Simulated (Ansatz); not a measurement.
We consider GaN (model structure, started from the NiAs type, P6₃/mmc, No. 194, 4 atoms in the cell), described by PBE0 in Ansatz (PAW).

Settings: plane-wave cutoff 460 eV, 9×9×6 k mesh (along the axes of the cell as run), Fermi–Dirac smearing 0.01 eV, scalar-relativistic PAW data made under PBE.

Cell (relaxed with PBEsol):

```
CELL_PARAMETERS angstrom
      2.96867     0.00000     0.00000
     -1.48434     2.57095     0.00000
      0.00000     0.00000     5.04063
ATOMIC_POSITIONS crystal
  Ga 0.00000 0.00000 0.00000
  Ga 0.00000 0.00000 0.50000
  N  0.33333 0.66667 0.25000
  N  0.66667 0.33333 0.75000
```

Problem. Give the computed band gap and smallest direct gap on the k points sampled.

Solution. 
* **band gap**: 3.34 eV (indirect)
* **smallest direct gap on the k points sampled**: 3.69 eV

Note: the relaxation could raise the start's symmetry but not lower it, so the cell can be a saddle point; cell and atoms aren't relaxed at this level (pressure -2.2 GPa).

Spin–orbit coupling is not included.

The computed numbers hold no vibrational or temperature effects.

It cost around 5 core-minutes (rough) of CPU time.

A model structure was made by putting elements into a prototype or built by hand; it is no filed structure, need not be a known phase, and can be a saddle point held by its symmetry.

Ansatz is a program for electronic structure.
